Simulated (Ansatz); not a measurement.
# Rock-salt TaN (model structure)

Level of theory: r²SCAN+rVV10 (Ansatz, a first-principles code, PAW).

Run with plane-wave cutoff 500 eV, 16×16×16 k mesh, Fermi–Dirac smearing 0.05 eV, scalar-relativistic PAW data made under PBE.

Cell (relaxed at this level):

TaN is modelled in the cubic space group Fm-3m (No. 225), the rock salt structure, Pearson symbol cF8. Cell: a = b = c = 4.3875 Å, α = β = γ = 90.00°. Ta on 4a has 6 N at 2.194 Å (octahedral). N on 4b has 6 Ta at 2.194 Å (octahedral). (Neighbours: up to the widest gap in distance over summed covalent radii, below 1.35, at either atom; cation-cation and far metal-metal contacts left out.)
(The calculation used a cell of 2 atoms; values per cell refer to that cell.)

| Property | Result |
|---|---|
| band gap | none |

Note: the relaxation could raise the start's symmetry but not lower it, so the cell can be a saddle point.

Spin–orbit coupling is not included.

Static lattice: no zero-point or thermal effects.

A model structure was made by putting elements into a prototype or built by hand; it is no filed structure, need not be a known phase, and can be a saddle point held by its symmetry.
